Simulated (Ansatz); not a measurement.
NiPt (R-3m, No. 166, 2 atoms in the cell; start mp-1220052), treated with PBEsol (Ansatz, an electronic-structure program, plane waves, PAW).

Settings: plane-wave cutoff 520 eV, 24×24×24 k mesh, Fermi–Dirac smearing 0.05 eV, spin-polarised start, scalar-relativistic PAW data made under PBE.

Cell (relaxed at this level):

```
CELL_PARAMETERS angstrom
      1.33925     0.77322     4.18834
     -1.33925     0.77322     4.18834
      0.00000    -1.54644     4.18834
ATOMIC_POSITIONS crystal
  Ni 0.00000 0.00000 0.00000
  Pt 0.50000 0.50000 0.50000
```

What does this level give for the bulk modulus?


- bulk modulus: 252 GPa

The run finds no gap.

Note: the magnetic order was assumed, not searched for or taken from measurement; the bulk modulus is −V dP/dV from two relaxed cells at ±2 % in volume; the relaxation could not lower the start's symmetry, so the cell can be a saddle point above a distorted one.

Spin–orbit coupling is not included.

It cost very roughly 6 core-minutes of CPU time.

A start named mp-… is a Materials Project structure, which need not be a measured phase.
